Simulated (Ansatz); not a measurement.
The starting structures come from a database of crystals and need not be the phases stable at ambient conditions.

Tunnelling through a barrier is set by its complex band structure: the current falls as exp(−2κd) with the smallest κ.

Here is the system:

```
CELL_PARAMETERS angstrom
      4.93078     0.00000     0.00000
      0.00000     8.17971     0.00000
      2.37805     0.00000     4.40403
ATOMIC_POSITIONS crystal
  Si 0.41854 0.06222 0.34949
  Si 0.58146 0.56222 0.65051
  Si 0.25425 0.43634 0.30622
  Si 0.74575 0.93634 0.69378
  O  0.54882 0.05373 0.59022
  O  0.45118 0.55373 0.40978
  O  0.34922 0.24931 0.30944
  O  0.65078 0.74931 0.69056
  O  0.89089 0.45458 0.53410
  O  0.10911 0.95458 0.46590
  O  0.32250 0.48871 0.96944
  O  0.67750 0.98871 0.03056
```

Space group of this cell: P2_1. The cell is taken as given.

Transport runs along the normal of the first two printed cell vectors.

The gap is the functional's own, uncorrected, and κ follows it; spin-orbit coupling is left out. Mid-gap values are interpolated between the computed energies.

Compute, with r2SCAN run with Ansatz (a first-principles code), the band gap and the smallest decay constant κ at mid-gap.

Gap 6.34 eV on a 8×4×8 mesh; κ = 0.513 1/Å, at the zone centre.
